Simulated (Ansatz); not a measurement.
CuCrO2 (model structure, started from the alpha NaFeO2 type, R-3m, No. 166, 4 atoms in the cell), treated with PBEsol (plane waves, PAW; Ansatz, a quantum-chemistry and plane-wave program).

Run with plane-wave cutoff 500 eV, 16×16×16 k mesh, Fermi–Dirac smearing 0.05 eV, spin-polarised with parallel moments, scalar-relativistic PAW data made under PBE.

Cell (relaxed at this level):

```cif
data_CrCuO2
_chemical_formula_sum 'Cr1 Cu1 O2'
_space_group_name_H-M_alt 'P 1'
_space_group_IT_number 1
_cell_length_a 5.40822
_cell_length_b 5.40822
_cell_length_c 5.40822
_cell_angle_alpha 31.562
_cell_angle_beta 31.562
_cell_angle_gamma 31.562
loop_
_space_group_symop_operation_xyz
  'x, y, z'
loop_
_atom_site_label
_atom_site_type_symbol
_atom_site_fract_x
_atom_site_fract_y
_atom_site_fract_z
_atom_site_occupancy
Cr1 Cr 0.00000 0.00000 0.00000 1
Cu1 Cu 0.50000 0.50000 0.50000 1
O1 O 0.26563 0.26563 0.26563 1
O2 O 0.73437 0.73437 0.73437 1
```

Task: What does this level give for the band gap?

Result: 
band gap: 0.56 eV (on the SCF k mesh)

Note: the magnetic order was assumed, not searched for or taken from measurement; the relaxation could raise the start's symmetry but not lower it, so the cell can be a saddle point.

Computed values are for the static lattice.

Cost on a shared machine: about 8 core-minutes (a rough figure).

A model structure was made by putting elements into a prototype or built by hand; it is no filed structure, need not be a known phase, and can be a saddle point held by its symmetry.
